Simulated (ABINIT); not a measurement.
Band structure of CuI (F-43m, 2 atoms in the cell).

```
CuI
1.0
    0.00000     3.08731     3.08731
    3.08731     0.00000     3.08731
    3.08731     3.08731     0.00000
Cu I
1 1
Direct
  0.00000   0.00000   0.00000
  0.25000   0.25000   0.25000
```

Method of the run: LDA (PW92), spin-orbit coupling, PAW (JTH v2.0 LDA PAW) (plane waves; ABINIT).

Settings: pseudos = [Cu.LDA_PW-JTH.xml, I.LDA_PW-JTH.xml]; ecut = 60 Ry; pawecutdg = 120 Ry; pawxcdev = 0; ixc = 7; nspinor = 2; occopt = 3; tsmear = 0.00073499 Ha; ngkpt = 6 6 6; nshiftk = 1; shiftk = 0 0 0; potentials = JTH v2.0 LDA PAW; nspden = 1.

The starting cell has typed, rounded lattice constants, without a prior relaxation at this level. Its lattice was rescaled by a random factor within 2.5 % of one.

**Question.** Predict the gap along the standard path and the places of the band edges.

**Answer.** The gap along the path is 0.64 eV, direct at Γ to within 0.01 eV.

Levels in eV from the top of the valence band on the SCF mesh, bands 23 to 30:
```json
[
 {"point": "Γ", "23": "0.00", "24": "0.00", "25": "0.00", "26": "0.00", "27": "0.64", "28": "0.64", "29": "4.68", "30": "4.68"},
 {"point": "X", "23": "-1.54", "24": "-1.54", "25": "-1.40", "26": "-1.40", "27": "2.54", "28": "2.54", "29": "2.67", "30": "2.67"},
 {"point": "W", "23": "-1.59", "24": "-1.57", "25": "-1.30", "26": "-1.21", "27": "3.83", "28": "4.28", "29": "4.41", "30": "4.48"},
 {"point": "K", "23": "-1.61", "24": "-1.43", "25": "-1.29", "26": "-1.21", "27": "2.86", "28": "2.89", "29": "4.18", "30": "4.42"},
 {"point": "L", "23": "-0.84", "24": "-0.84", "25": "-0.72", "26": "-0.72", "27": "1.82", "28": "1.82", "29": "5.25", "30": "5.25"},
 {"point": "U", "23": "-1.61", "24": "-1.43", "25": "-1.29", "26": "-1.21", "27": "2.86", "28": "2.89", "29": "4.18", "30": "4.42"}
]
```
